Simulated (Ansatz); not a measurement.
# PtGe: pressure series

Base system: PtGe (space group Pnma, No. 62).

```cif
data_Ge4Pt4
_chemical_formula_sum 'Pt4 Ge4'
_space_group_name_H-M_alt 'P 1'
_space_group_IT_number 1
_cell_length_a 5.77178
_cell_length_b 3.71303
_cell_length_c 6.12875
_cell_angle_alpha 90.000
_cell_angle_beta 90.000
_cell_angle_gamma 90.000
loop_
_space_group_symop_operation_xyz
  'x, y, z'
loop_
_atom_site_label
_atom_site_type_symbol
_atom_site_fract_x
_atom_site_fract_y
_atom_site_fract_z
_atom_site_occupancy
Pt1 Pt 0.99660 0.25000 0.19327 1
Pt2 Pt 0.49660 0.25000 0.30673 1
Pt3 Pt 0.00340 0.75000 0.80673 1
Pt4 Pt 0.50340 0.75000 0.69327 1
Ge1 Ge 0.18674 0.25000 0.58712 1
Ge2 Ge 0.68674 0.25000 0.91288 1
Ge3 Ge 0.81326 0.75000 0.41288 1
Ge4 Ge 0.31326 0.75000 0.08712 1
```

Cell and atoms are relaxed at each pressure.

Method: r2SCAN/PAW in Ansatz (a quantum-chemistry and plane-wave program), no SOC.

Notes on the quantities. enthalpy: H = E + PV relative to the base's energy.

```json
[
 {"change": "base", "enthalpy": "–", "shortest interatomic distance": "2.480 Å"},
 {"change": "pressure 0.3 GPa", "enthalpy": "+0.03 eV/atom", "shortest interatomic distance": "2.479 Å"},
 {"change": "pressure 0.7 GPa", "enthalpy": "+0.07 eV/atom", "shortest interatomic distance": "2.478 Å"},
 {"change": "pressure 1.5 GPa", "enthalpy": "+0.15 eV/atom", "shortest interatomic distance": "2.477 Å"},
 {"change": "pressure 3 GPa", "enthalpy": "+0.30 eV/atom", "shortest interatomic distance": "2.475 Å"},
 {"change": "pressure 5 GPa", "enthalpy": "+0.50 eV/atom", "shortest interatomic distance": "2.471 Å"},
 {"change": "pressure 7.5 GPa", "enthalpy": "+0.75 eV/atom", "shortest interatomic distance": "2.466 Å"},
 {"change": "pressure 10 GPa", "enthalpy": "+1.00 eV/atom", "shortest interatomic distance": "2.462 Å"}
]
```

Load acts through the strain it causes; cell and atoms are relaxed under it. Stability against distortions was not tested. Competing high-pressure phases were not computed. The final runs are not spin-polarised.
